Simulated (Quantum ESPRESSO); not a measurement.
σyy against uniaxial strain in fcc Al (space group 225): C12 (Quantum ESPRESSO, LDA)

```yaml
crystal:
  lattice:
    - [0.00000, 1.99169, 1.99169]
    - [1.96181, 0.00000, 1.99169]
    - [1.96181, 1.99169, 0.00000]
  atoms:
    - { symbol: Al, position: [0.00000, 0.00000, 0.00000] }
```

Method of the run: LDA (PZ), GBRV 1.5 ultrasoft (LDA) pseudopotentials (plane waves; Quantum ESPRESSO). Settings: ecutwfc = 52 Ry; ecutrho = 260 Ry; occupations = smearing; smearing = fd; degauss = 0.0036749 Ry; potentials = {Al: al_lda_v1.uspp.F.UPF}; K_POINTS = automatic 38 38 38 0 0 0; conv_thr = 1e-10 Ry. The cell above is the first row's. The rows stretch one cube axis (x) by the strain ε and hold the other two. Stress is positive in tension. In all rows the k mesh is held.

| ε (%) | σyy (GPa) |
|---|---|
| -1.5 | ? |
| -1.0 | -0.70 |
| -0.5 | -0.35 |
| 0.0 | 0.00 |
| 0.5 | 0.34 |
| 1.0 | 0.66 |
| 1.5 | 0.97 |
| 2.0 | 1.27 |

Fit σyy of the 7 rows that show it with a parabola. Least squares gives σyy = 0.001 + 0.6812·ε - 0.0233·ε². Residuals (row less fit): 0.004, -0.005, -0.001, 0.004, 0.001, 0.000, 0.000; standard error 0.004 (degrees of freedom: 4). The slope at ε = 0, 0.6812 GPa per cent, gives C12 ≈ 100 × 0.6812 = 68 GPa, for the static lattice.

### Question
Predict the withheld σyy at ε = -1.5 from the fit, and compare with the calculation.

### Answer
σyy = 0.001 + 0.6812 × (-1.5) - 0.0233 × (-1.5)² = -1.073 GPa. The calculation gives -1.07 GPa, which the fit meets to the printed digits. The row lies outside the fitted rows, so this is an extrapolation. From the scatter of the fitted rows alone, a prediction at this place has a standard error of 0.007 GPa, so the miss is 0.4 times that.

Carrying the step between the two nearest rows on in a straight line would have given -1.05, off by 0.02; series whose last step already gives the withheld value aren't shown. The reference cell has the volume at which an earlier scan in this program and functional put its minimum by a fit. The unstrained cell stands at a pressure of 0.00 GPa, and the constants belong to that pressure. Without a gap such slopes are sensitive to mesh and smearing. Cutoffs and mesh are single choices, not tested for convergence of this quantity. Series with a scatter that would blur these digits, or in which a gap closes, are not shown. Strain series were run only where this level's volume lies within 10 % of a first guess from the measured size.
